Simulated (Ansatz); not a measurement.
Results of r²SCAN (PAW; Ansatz, a quantum-chemistry and plane-wave program) for GaP (P6₃mc, No. 186, 4 atoms in the cell; start mp-8882; a measured phase of this formula has another space group).

Run with plane-wave cutoff 600 eV, 12×12×6 k mesh (along the axes of the cell as run), scalar-relativistic PAW data made under PBE.

Computed at the level's own relaxed cell.

Hill averages of the elastic tensor: K = 87.4 GPa, G = 57.2 GPa. Volume 20.251 Å³/atom, mean atomic mass 50.348 u.

Problem. Work out the density, the sound velocities of a polycrystal and the elastic Debye temperature at this level.

Solution. ρ = 1.66054 × 50.348/20.251 = 4.128 g/cm³. v_l = √[(K + 4G/3)/ρ] = 6.297 km/s and v_t = √(G/ρ) = 3.722 km/s. The mean follows from 3/v_m³ = 1/v_l³ + 2/v_t³: v_m = 4.123 km/s. Θ_D = (ħ/k_B) v_m (6π²/V)^(1/3) = 76.38 K Å s/km × 4.123 × 1.4300 Å⁻¹ = 450 K, counting all atoms of the cell.

Note: the relaxation could not lower the start's symmetry, so the cell can be a saddle point above a distorted one.

A start named mp-… is a Materials Project structure, which need not be a measured phase.
